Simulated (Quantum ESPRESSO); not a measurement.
Troubleshooting Quantum ESPRESSO: a failed run on YMg6B (Amm2, 8 atoms in the cell). The aim is a self-consistent single point with DFT, LDA (PZ), plane waves, GBRV 1.5 ultrasoft (LDA) pseudopotentials.

Input as run:

```fortran
&control
 calculation = 'scf',
 outdir = './tmp',
 pseudo_dir = './',
 tprnfor = .true.,
 tstress = .true.,
/
&system
 ibrav = 0,
 nat = 9,
 ntyp = 3,
 ecutwfc = 40,
 ecutrho = 320,
 occupations = 'smearing',
 smearing = 'marzari-vanderbilt',
 degauss = 0.0147,
/
&electrons
 conv_thr = 1.0d-9,
/
ATOMIC_SPECIES
Y     88.9058  y_lda_v1.4.uspp.F.UPF
Mg    24.3050  mg_lda_v1.4.uspp.F.UPF
B     10.8100  b_lda_v1.4.uspp.F.UPF
ATOMIC_POSITIONS angstrom
Y     2.29008000    0.00000000    2.55080065
Mg    2.29008000    1.43100040    5.85641932
Mg    2.29008000   -1.43100040    5.85641932
Mg    0.00000000    1.36739280    7.63792671
Mg    0.00000000   -1.36739280    7.63792671
Mg    0.00000000    0.00000000    4.66365946
Mg    0.00000000    0.00000000   10.33953305
B     2.29008000    0.00000000    8.09442317
K_POINTS automatic
5 5 5  0 0 0
CELL_PARAMETERS bohr
   8.65524801     0.00000000     0.00000000
   0.00000000     5.37571336    12.43374595
   0.00000000    -5.37571336    12.43374595
```

Output (repeated stretches shortened):

```
     This program is part of the open-source Quantum ESPRESSO suite
     for quantum simulation of materials; please cite

 %%%%%%%%%%%%%%%%%%%%%%%%%%%%%%%%%%%%%%%%%%%%%%%%%%%%%%%%%%%%%%%%%%%%%%%%%%%%%%
     Error in routine read_cards (9):
     wrong number of columns in ATOMIC_POSITIONS
 %%%%%%%%%%%%%%%%%%%%%%%%%%%%%%%%%%%%%%%%%%%%%%%%%%%%%%%%%%%%%%%%%%%%%%%%%%%%%%

     stopping ...
```

**Question.** Read the log: what does the program object to, and what is the fix?

**Answer.** The fault is an atom count that does not match the list of atoms; here the program stops on it instead of giving results. To fix it, make the count match the list. The program stopped before any SCF iteration.

The sound input it was made from differs as follows (other fixes are possible):
```diff
- nat = 9,
+ nat = 8,
```

With that input, the run converged in 14 iterations: free energy E − TS -11557.1528 eV; Fermi level (on the code's own zero) 6.31 eV; pressure -2.76 GPa; largest force (vector length) 0.127 eV/Å (DFT, LDA (PZ), plane waves, GBRV 1.5 ultrasoft (LDA) pseudopotentials).

On the sound input: the starting cell comes from a database of computed structures (which also holds hypothetical and non-ambient phases and stackings), without a prior relaxation at this level.
